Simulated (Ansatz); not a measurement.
# A constructed model of the (110) surface of bcc Ta, a cell of two sites (a+b, b-a) layer of Br, one a cell, on the site that continues the host's stacking (bottom of the slab: a bare face, its two planes held)

The numbers are results of PBE (plane waves to 420 eV, PAW; Ansatz, a program for electronic structure), not measurements.

Slab: 13 atoms, 14.3 Å thick at the start; k 11x8x1, smearing 0.1 eV, dipole-corrected; 4 atoms held, the rest relaxed; symmetry of the start imposed; no spin, no spin-orbit, no U. It is one candidate, not shown to be the stable structure of the face.

```
Quantity                                                       Value
-----------------------------  -------------------------------------
work function of the top face                                3.67 eV
energy released by relaxation                                0.52 eV
cost                           about 7 core-minutes (a rough figure)
```
